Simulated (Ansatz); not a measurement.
W2C (Pnnm, No. 58, 6 atoms in the cell; start mp-33065) was calculated with PBEsol in Ansatz (PAW).

Settings: plane-wave cutoff 520 eV, 12×10×18 k mesh (along the axes of the cell as run), Fermi–Dirac smearing 0.05 eV, no spin polarisation, scalar-relativistic PAW data made under PBE.

Cell (relaxed at this level):

```
CELL_PARAMETERS angstrom
      4.68064     0.00000     0.00000
      0.00000     5.23841     0.00000
      0.00000     0.00000     3.00726
ATOMIC_POSITIONS crystal
  W  0.25899 0.15846 0.50000
  W  0.74101 0.84154 0.50000
  W  0.75899 0.34154 0.00000
  W  0.24101 0.65846 0.00000
  C  0.00000 0.00000 0.00000
  C  0.50000 0.50000 0.50000
```

Problem. Give the computed bulk modulus.

Solution. 
- bulk modulus = 355 GPa

Note: the run has no spin polarisation, so it can have missed a magnetic state; the bulk modulus is −V dP/dV from two relaxed cells at ±2 % in volume; the relaxation could not lower the start's symmetry, so the cell can be a saddle point above a distorted one.

Spin–orbit coupling is not included; it can open a gap where bands touch, and shift volumes and moduli.

It cost very roughly 5 core-minutes of CPU time.

A start named mp-… is a Materials Project structure, which need not be a measured phase.

Ansatz is a program for electronic structure.
